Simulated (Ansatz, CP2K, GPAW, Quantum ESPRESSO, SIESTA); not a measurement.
## One structure in several programs: IrPd3 (I4/mmm, 4 atoms in the cell)

Self-consistent single point, at a second geometry (lattice scaled by 0.98). First geometry:

```
CELL_PARAMETERS angstrom
     -1.96947     1.96947     3.89285
      1.96947    -1.96947     3.89285
      1.96947     1.96947    -3.89285
ATOMIC_POSITIONS crystal
  Pd 0.75000 0.25000 0.50000
  Pd 0.25000 0.75000 0.50000
  Pd 0.50000 0.50000 0.00000
  Ir 0.00000 0.00000 0.00000
```

Shared settings, as Ansatz (a first-principles code) writes them: kpoints.mp_grid.grid = 8 8 8; scf.occupations.method = gaussian; scf.occupations.width = 0.2 eV. Potentials and cutoffs stand in the table.

```json
[
 {"code": "GPAW", "model": "LDA (Perdew-Wang 92), GPAW PAW datasets LDA (gpaw-data 1.0.1)", "ΔF from the first geometry (meV/atom)": "-57.7", "pressure (GPa)": "-3.71", "cutoff": "550 eV"},
 {"code": "SIESTA", "model": "LDA PW92, numerical atomic orbitals DZP, PseudoDojo LDA standard norm-conserving potentials (rewritten from UPF to PSML)", "ΔF from the first geometry (meV/atom)": "-67.1", "pressure (GPa)": "-4.81", "cutoff": "grid 400 Ry"},
 {"code": "CP2K", "model": "LDA (Pade form), GPW, DZVP-MOLOPT-SR-GTH basis, GTH-PADE potentials (GTH_POTENTIALS)", "ΔF from the first geometry (meV/atom)": "-85.1", "pressure (GPa)": "-7.88", "cutoff": "grid 500 Ry"},
 {"code": "Ansatz", "model": "LDA (PW92), PAW files made with PBE", "ΔF from the first geometry (meV/atom)": "-57.1", "pressure (GPa)": "-3.42", "cutoff": "default"},
 {"code": "Quantum ESPRESSO", "model": "LDA (PZ), GBRV 1.5 ultrasoft (LDA) pseudopotentials", "ΔF from the first geometry (meV/atom)": "-51.4", "pressure (GPa)": "-2.53", "cutoff": "40 Ry"}
]
```

On Ansatz's run: spin-orbit coupling is off. Spin polarisation is off.

The spread over the programs that give each value: ΔF from the first geometry within 33.7 meV/atom; pressure within 5.35 GPa.

SIESTA and CP2K use small atom-centred bases, whose incompleteness enters pressures, forces and empty levels differently from a plane-wave cutoff. Ansatz's pressure is given at a fixed set of plane waves, as the other plane-wave codes print theirs; with its correction for the finite basis it is -3.39 GPa. The same LDA comes in different parametrisations, which differ slightly. In the pressure, SIESTA (by 1.39) and CP2K (by 4.46) lie more than 1 GPa from the median of the plane-wave programs.

The starting cell comes from a database of computed structures (which also holds hypothetical and non-ambient phases and stackings), without a prior relaxation at this level. For this run, on top of that: lattice scaled by 0.98.

Left out of this page: Elk and FLEUR (not drawn, or without a comparable value).

Keys are those of Ansatz 0.2.
